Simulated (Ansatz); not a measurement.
Cost and result by functional for the adsorption energy of OH on the 1x1 (111) surface of fcc Cu, one in a 2x2 cell, started at the site 'bridge Cu-Cu (span 2.6 Å)', in Ansatz (plane waves, PAW). Single points on the PBE structure, on one kind of machine; costs are rough ratios of the slab run's core time (references not counted) to the cheapest single point. r2SCAN's cost holds its higher cutoff (500 against 420 eV). Differences are taken against r2SCAN for comparison alone: no measured value is at hand, so the table doesn't rank accuracy.

Model: 18-atom slab, 6.2 Å thick at the start under the adsorbate (thin: gaps and levels are the slab's own), 6x6x1 mesh, Fermi-Dirac 0.1 eV, dipole correction, 8 atoms held, the rest relaxed; no symmetry held; spin-polarised, no spin-orbit, no U, no dispersion correction. The starting moment vanished. At the end it is bonded to 2 Cu. In PBE this state lies 0.08 eV over the lowest of the starts that converged ('hollow Cu-Cu-Cu over Cu at depth 4.1 Å'). These notes are the PBE run's. r2SCAN: The program's check for a lower electronic state was not made. Adsorption energies are against H2O(g) − ½ H2(g). A negative adsorption energy means that the adsorbate is more stable on the surface than in its reference.

```json
[
 {"functional": "RPBE", "relative cost": "1", "adsorption energy (eV)": "0.56", "less r2SCAN (eV)": "0.46"},
 {"functional": "r2SCAN", "relative cost": "2", "adsorption energy (eV)": "0.10", "less r2SCAN (eV)": "0.00"},
 {"functional": "PBE (the relaxed run's value)", "relative cost": "–", "adsorption energy (eV)": "0.37", "less r2SCAN (eV)": "0.27"}
]
```

The values span 0.46 eV, while the single points' costs differ by a factor of roughly 2. Differences are of unrounded values.

Ansatz is an electronic-structure program.
